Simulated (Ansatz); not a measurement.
Given:

```
CELL_PARAMETERS angstrom
      0.00000     2.67981     2.67981
      2.67981     0.00000     2.67981
      2.67981     2.67981     0.00000
ATOMIC_POSITIONS crystal
  Ga 0.00000 0.00000 0.00000
  P  0.25000 0.25000 0.25000
```

The numbers are results of r2SCAN with spin-orbit coupling, rigid bands (plane waves, PAW; Ansatz, a first-principles code), not measurements. Condition of this run: hydrostatic pressure 5 GPa (the target of the relaxation). Cell: cell and atoms relaxed with r2SCAN, then loaded as said.

**Question.** What conductivity effective mass do dilute electrons have at 300 K?

**Answer.** 0.34 mₑ.

**Question.** Predict the hole conductivity mass (n e² τ/σ) at 300 K, by direction if it differs.

**Answer.** 0.46 mₑ.

**Question.** And the band gap?

**Answer.** 1.73 eV at this level; semilocal functionals usually fall short of the measured gap.

Rigid bands, one relaxation time for all states, no polarons.
